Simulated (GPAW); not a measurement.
## A self-consistent single point of NiO2 (R-3m, 3 atoms in the cell) with GPAW

Computed with PBEsol, GPAW PAW datasets PBEsol (made by gpaw-setup) (plane waves; GPAW).

This input was run:

```python
from ase import Atoms
from ase.units import GPa
from gpaw import GPAW, PW, FermiDirac

atoms = Atoms(['Ni', 'O', 'O'],
              cell=[[1.367683, 0.789632, 4.684190],
                    [-1.367683, 0.789632, 4.684190],
                    [0.000000, -1.579264, 4.684190]],
              scaled_positions=[[0.000000, 0.000000, 0.000000],
                                [0.732037, 0.732037, 0.732037],
                                [0.267963, 0.267963, 0.267963]],
              pbc=True)

calc = GPAW(mode=PW(950),
            xc='PBEsol',
            kpts={'size': (14, 14, 14), 'gamma': True},
            occupations=FermiDirac(0.0),
            nbands=-8,
            convergence={'forces': 0.001, 'bands': -6},
            symmetry={'symmorphic': False, 'tolerance': 0.0005},
            maxiter=120)

atoms.calc = calc

energy = atoms.get_potential_energy()
print('Energy (eV):', round(energy, 6))
forces = atoms.get_forces()
print('Forces (eV/Ang):')
print(forces.round(5))
stress = atoms.get_stress()
print('Stress (GPa, Voigt):', (stress / GPa).round(4))
```

Log, with long lists cut:

```
Input parameters:
  convergence: {bands: -6,
                forces: 0.001}
  kpts: {gamma: True,
         size: (14, 14, 14)}
  maxiter: 120
  mode: {ecut: 950.0,
         name: pw}
  nbands: -8
  occupations: {fixmagmom: False,
                name: fermi-dirac,
                width: 0.0}
  symmetry: {symmorphic: False,
             tolerance: 0.0005}
  xc: PBEsol

species:
  Ni:
    name: Nickel
    Z: 28.0
    valence: 16
    core: 12
    charge: 0.0
    file: Ni.PBEsol.gz

    # Using partial waves for Ni as LCAO basis

  O:
    name: Oxygen
    Z: 8.0
    valence: 6
    core: 2
    charge: 0.0
    file: O.PBEsol.gz

    # Using partial waves for O as LCAO basis

Reference energy: -45400.522703  # eV

Spin-paired calculation

Convergence criteria:
 Maximum [total energy] change in last 3 cyles: 0.0005 eV / valence electron
 Maximum integral of absolute [dens]ity change: 0.0001 electrons / valence electron
 Maximum integral of absolute [eigenst]ate change: 4e-08 eV^2 / valence electron
 Maximum change in the atomic [forces] across last 2 cycles: 0.001 eV/Ang OR
Maximum error relative to the maximum force is below inf
 Maximum number of scf [iter]ations: 120

Symmetries present (total): 12
Symmetries with fractional translations: 0
2744 k-points: 14 x 14 x 14 Monkhorst-Pack grid + [1/28,1/28,1/28]
288 k-points in the irreducible part of the Brillouin zone
       k-points in crystal coordinates                weights
   0:     0.00000000    0.00000000    0.00000000          1/2744
   1:     0.07142857    0.00000000   -0.07142857          6/2744
   2:     0.07142857    0.00000000    0.00000000          6/2744
   [... 7 lines left out ...]
          ...
 287:     0.50000000    0.50000000    0.50000000          1/2744

Wave functions: Plane wave expansion
  Cutoff energy: 950.000 eV
  Number of coefficients (min, max): 1988, 2033
  Pulay-stress correction: 0.000000 eV/Ang^3 (de/decut=0.000000)

Occupation numbers: # Zero width

Eigensolver

Densities:
  Coarse grid: 36*36*36 grid
  Fine grid: 72*72*72 grid
  Total Charge: 0.000000

Density mixing:
  Method: separate
  Backend: pulay
  Linear mixing parameter: 0.05
  old densities: 5
  Damping of long wavelength oscillations: 50

Hamiltonian:
  XC and Coulomb potentials evaluated on a 72*72*72 grid
  External potential:
    NoExternalPotential

XC parameters: PBEsol with 2 nearest neighbor stencil

Number of atoms: 3
Number of atomic orbitals: 20
Number of bands in calculation: 22
Number of valence electrons: 28
Bands to converge: 16

Density initialized from atomic densities
  20 bands from LCAO basis set
  2 bands from random numbers

Atomic positions and initial magnetic moments

Positions:
   0 Ni     0.000000    0.000000    0.000000    ( 0.0000,  0.0000,  0.0000)
   1 O     -0.000000   -0.000000   10.287001    ( 0.0000,  0.0000,  0.0000)
   2 O      0.000000   -0.000000    3.765569    ( 0.0000,  0.0000,  0.0000)

Unit cell:
           periodic     x           y           z      points  spacing
  1. axis:    yes    1.367683    0.789632    4.684190    36     0.0649
  2. axis:    yes   -1.367683    0.789632    4.684190    36     0.0649
  3. axis:    yes    0.000000   -1.579264    4.684190    36     0.0649

  Lengths:   4.943249   4.943249   4.943249
  Angles:   32.123943  32.123943  32.123947

Effective grid spacing dv^(1/3) = 0.0866

     iter     time        total  log10-change:
                         energy   eigst   dens  force
iter:   1 --:--:--   -22.194936   +0.52
iter:   2 --:--:--   -21.501920   -0.85  -1.22
iter:   3 --:--:--   -20.965494   -1.48  -1.31
iter:   4 --:--:--   -20.894653   -2.20  -1.54
iter:   5 --:--:--   -20.953495   -2.09  -1.60
iter:   6 --:--:--   -20.790375   -2.47  -1.90
iter:   7 --:--:--   -20.788142   -3.15  -2.31
iter:   8 --:--:--   -20.787593c  -5.14  -2.95
iter:   9 --:--:--   -20.787903c  -4.32  -3.01
iter:  10 --:--:--   -20.787704c  -5.03  -3.08
iter:  11 --:--:--   -20.787665c  -5.80  -3.55
iter:  12 --:--:--   -20.787663c  -6.37  -3.92
iter:  13 --:--:--   -20.787664c  -7.12  -4.19c
iter:  14 --:--:--   -20.787662c  -7.01  -4.23c
iter:  15 --:--:--   -20.787662c  -8.62c -4.61c
iter:  16 --:--:--   -20.787662c  -8.35c -4.65c -2.53
iter:  17 --:--:--   -20.787662c  -9.44c -4.96c -3.37c

Converged after 17 iterations.

Dipole moment: (-0.000000, -0.000000, 0.000000) |e|*Ang

Energy contributions relative to reference atoms: (reference = -45400.522703)

Kinetic:        +25.587497
Potential:      -24.163179
External:        +0.000000
XC:             -22.596550
Entropy (-ST):   +0.000000
Local:           +0.384569
SIC:             +0.000000
--------------------------
Free energy:    -20.787662
Extrapolated:   -20.787662

Showing only first 2 kpts
 Kpt  Band  Eigenvalues  Occupancy
  0    12      2.41384    2.00000
  0    13      3.15135    2.00000
  0    14      6.01540    0.00000
  0    15      6.01550    0.00000

  1    12      2.72541    2.00000
  1    13      3.20556    2.00000
  1    14      5.53565    0.00000
  1    15      5.84810    0.00000

Fermi level: 4.06064

Gap: 1.082 eV
Transition (v -> c):
  (s=0, k=267, n=13, [0.50, 0.43, -0.43]) -> (s=0, k=246, n=14, [0.50, 0.21, 0.21])
Direct/indirect transitions are different
Direct gap: 1.414 eV
Transition at: (s=0, k=255, n=13, [0.50, 0.29, 0.29])
Energy (eV): -20.787662

Forces in eV/Ang:
  0 Ni    0.00000   -0.00000    0.00000
  1 O     0.00000    0.00000    1.09785
  2 O     0.00000   -0.00000   -1.09785

Stress tensor:
    -0.116214     0.000000    -0.000000
     0.000000    -0.116214    -0.000000
    -0.000000    -0.000000    -0.069224
Stress (GPa, Voigt): [-18.6195 -18.6195 -11.091   -0.      -0.       0.    ]
```

The run converged in 17 iterations. GPAW prints stress with tension positive.

At such cutoffs GPAW's stress carries a finite-basis (Pulay) error, which enters relaxed cells too; its log prints stress with tension positive.

The starting cell comes from a database of computed structures (which also holds hypothetical and non-ambient phases and stackings), without a prior relaxation at this level. Its lattice was rescaled by a random factor within 2.5 % of one. Forces in this geometry exceed 1 eV/Å.

Cost on one core of a shared machine: roughly 20 min.
